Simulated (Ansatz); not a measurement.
Band structure of WSe2 (P6_3/mmc, 6 atoms in the cell).

```xyz
6
Lattice="3.3226 0.0000 0.0000 -1.6613 2.8774 0.0000 0.0000 0.0000 13.7482" Properties=species:S:1:pos:R:3 pbc="T T T"
W      1.6613     0.9591    10.3111
W      0.0000     1.9183     3.4370
Se     0.0000     1.9183    11.9747
Se     1.6613     0.9591     1.7735
Se     1.6613     0.9591     5.1006
Se     0.0000     1.9183     8.6476
```

Method: PBE, PAW files (plane waves; Ansatz, a program for electronic structure).

Settings: basis.ecutwfc = 420 eV; kpoints.mp_grid.grid = 6 6 2; hamiltonian.xc = pbe; hamiltonian.pseudopotentials = {kind: paw} (the program's default PAW files); scf.occupations.method = fixed; kpoints.band_path.npoints = 8.

The starting cell comes from a database of computed structures (which also holds hypothetical and non-ambient phases and stackings), without a prior relaxation at this level. Its lattice was rescaled by a random factor within 2.5 % of one. Spin-orbit coupling is off.

Predict the gap along the standard path and the places of the band edges.

The gap along the path is 1.23 eV, from Γ to a point between K and Γ; the smallest direct gap on it is 1.45 eV.

Levels in eV from the top of the valence band on the path, bands 43 to 50:
```tsv
point	43	44	45	46	47	48	49	50
Γ	-1.47	-1.36	-0.80	0.00	2.70	2.70	2.72	2.72
M	-1.24	-1.22	-1.14	-1.13	2.14	2.16	2.43	2.61
K	-2.46	-2.46	-0.26	-0.13	1.32	1.32	2.31	3.07
A	-1.48	-1.48	-0.22	-0.22	2.71	2.71	2.71	2.71
L	-1.18	-1.18	-1.17	-1.17	2.15	2.15	2.53	2.53
H	-2.51	-2.51	-0.20	-0.20	1.32	1.32	2.65	2.65
```

Keys are those of Ansatz 0.2.
